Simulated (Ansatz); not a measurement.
Take AlN in the zinc blende structure (space group F-43m, No. 216) as the base.

```xyz
2
Lattice="0.0000 2.1889 2.1889 2.1889 0.0000 2.1889 2.1889 2.1889 0.0000" Properties=species:S:1:pos:R:3 pbc="T T T"
N      3.2833     3.2833     3.2833
Al     0.0000     0.0000     0.0000
```

Level of theory: PBEsol/PAW in Ansatz (a quantum-chemistry and plane-wave program), no spin-orbit coupling.

Base values:

The gap between the host's bands comes out as 3.19 eV.

It is then changed as follows: 0.105 electrons added to each cell, a density of 5.0×10^21 cm⁻³, with a uniform compensating background at fixed cell and a 300 K Fermi–Dirac width.

Question: What does the calculation give for the gap between the host's bands after the change?

Answer: The gap between the host's bands falls by 0.03 eV (3.19 eV → 3.16 eV).

Question: What does the calculation give for the Fermi level from band edge after the change?

Answer: The Fermi level relative to the doped band's edge (positive inside the band; to 0.05 eV) is +1.10 eV.

Charged cell with a jellium background: band edges are those of the host's band count, energies are not comparable with the neutral cell, and many-body gap narrowing is missing. No phonon test of stability was made. This is not the structure that AlN has at room temperature and ambient pressure.
